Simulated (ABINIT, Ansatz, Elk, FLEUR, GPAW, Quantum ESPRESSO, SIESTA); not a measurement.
**Code comparison for ZnO (P6_3mc, 4 atoms in the cell)**

Self-consistent single point.

```
ZnO
1.0
    3.23735     0.00000     0.00000
   -1.61868     2.80363     0.00000
    0.00000     0.00000     5.22206
Zn O
2 2
Direct
  0.66667   0.33333   0.50059
  0.33333   0.66667   0.00059
  0.66667   0.33333   0.87972
  0.33333   0.66667   0.37972
```

Shared settings, as Ansatz (a quantum-chemistry and plane-wave program) writes them: kpoints.mp_grid.grid = 4 4 2; scf.occupations.method = fermi_dirac; scf.occupations.width = 0.0007 Ry. Potentials and cutoffs stand in the table.

```json
[
 {"code": "Ansatz", "model": "PBE, PAW files", "gap on the mesh (eV)": "0.790", "cutoff": "default"},
 {"code": "SIESTA", "model": "GGA PBE, numerical atomic orbitals DZP, PseudoDojo PBE standard norm-conserving potentials (rewritten from UPF to PSML)", "gap on the mesh (eV)": "1.162", "cutoff": "grid 400 Ry"},
 {"code": "GPAW", "model": "PBE, GPAW PAW datasets PBE (gpaw-data 1.0.1)", "gap on the mesh (eV)": "0.784", "cutoff": "900 eV"},
 {"code": "Quantum ESPRESSO", "model": "PBE, PseudoDojo standard norm-conserving (PBE) pseudopotentials", "gap on the mesh (eV)": "0.862", "cutoff": "85 Ry"},
 {"code": "Elk", "model": "PBE, all-electron FP-LAPW, Elk's shipped species files, LAPW+lo basis", "gap on the mesh (eV)": "0.797", "cutoff": "rgkmax 7.5"},
 {"code": "FLEUR", "model": "PBE, all-electron FLAPW (FLEUR), scalar-relativistic valence", "gap on the mesh (eV)": "0.822", "cutoff": "Kmax 4.7 1/bohr"},
 {"code": "ABINIT", "model": "PBE, PAW (JTH v2.0 PBE PAW)", "gap on the mesh (eV)": "0.786", "cutoff": "60 Ry"}
]
```

Gaps are read on the mesh.

The spread over the programs that give each value: gap on the mesh within 0.378 eV.

SIESTA uses small atom-centred bases, whose incompleteness enters pressures, forces and empty levels differently from a plane-wave cutoff. Elk and FLEUR treat all electrons, but the usual bases taken here (sphere radii, linearisation, local orbitals, empty states) were not tested for convergence, so the values are no reference for the others. In the gap, SIESTA (by 0.374) lies more than 0.12 eV from the median of the plane-wave programs.

On the base mesh (6 6 4) the same programs gave: Ansatz pressure 5.14 GPa, gap on the mesh 0.797 eV; Quantum ESPRESSO pressure 5.00 GPa, gap on the mesh 0.868 eV; ABINIT pressure 4.81 GPa, gap on the mesh 0.793 eV; GPAW gap on the mesh 0.791 eV; Elk gap on the mesh 0.804 eV; FLEUR gap on the mesh 0.829 eV; SIESTA pressure 5.51 GPa, gap on the mesh 1.168 eV.

The starting cell comes from a database of computed structures (which also holds hypothetical and non-ambient phases and stackings), without a prior relaxation at this level.

Left out of this page: CP2K (on another mesh).

Keys are those of Ansatz 0.2.
